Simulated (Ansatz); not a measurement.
```yaml
crystal:
  lattice:
    - [0.00000, 2.56432, 2.56432]
    - [2.56432, 0.00000, 2.56432]
    - [2.56432, 2.56432, 0.00000]
  atoms:
    - { symbol: Be, position: [0.00000, 0.00000, 0.00000] }
    - { symbol: Se, position: [0.25000, 0.25000, 0.25000] }
```

Level of theory: HSE06, rigid bands (plane waves, PAW, scalar-relativistic; Ansatz, a program for electronic structure). How the cell was made: cell and atoms relaxed with PBEsol.

### Question
Predict the electron conductivity mass (n e² τ/σ) at 300 K, by direction if it differs.

### Answer
0.34 mₑ.

### Question
And the band gap?

### Answer
3.45 eV at this level.

Rigid bands, one relaxation time for all states, no polarons. Spin-orbit coupling is left out; where it splits the top of the valence band it changes the hole mass and lowers the gap by about a third of the splitting. Geometry: cell and atoms relaxed with PBEsol.
